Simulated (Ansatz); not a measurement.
Base system: ZnS in the zinc blende structure (space group F-43m, No. 216; a = 5.3904 Å). Axes: x, y, z lie along the cube axes.

One thing is altered: uniaxial stress, 1 GPa compression along z, with the cell and atoms free to relax against it.

Levels (all Ansatz, a first-principles code, PAW, earlier PAW set): r2SCAN (500 eV, spin-orbit coupling left out); HSE06 (420 eV, no spin-orbit coupling); HSE06+SOC (420 eV, spin-orbit coupling included).

One geometry, relaxed with r2SCAN, under each level:

The valence-band top lists the three highest levels at Γ (Kramers pairs under SOC), from the VBM.

```json
[
 {"level": "r2SCAN", "band gap": "2.66 eV", "lowest conduction level above the VBM at special points": "Γ 2.66 eV; M 3.56 eV; X 3.69 eV", "valence-band top at Γ": "0.00, -0.08, -0.08 eV"},
 {"level": "HSE06", "band gap": "3.33 eV", "lowest conduction level above the VBM at special points": "Γ 3.33 eV; M 4.22 eV; X 4.34 eV", "valence-band top at Γ": "–"},
 {"level": "HSE06+SOC", "band gap": "3.32 eV", "lowest conduction level above the VBM at special points": "Γ 3.32 eV; M 4.21 eV; X 4.33 eV", "valence-band top at Γ": "0.00, -0.07, -0.13 eV"}
]
```

Single points use the geometry relaxed with r2SCAN. The spin-orbit shifts are approximate. Load acts through the strain it causes; cell and atoms are relaxed under it. Stability under load was not tested beyond the relaxation. k-point labels follow each cell's own Brillouin zone.
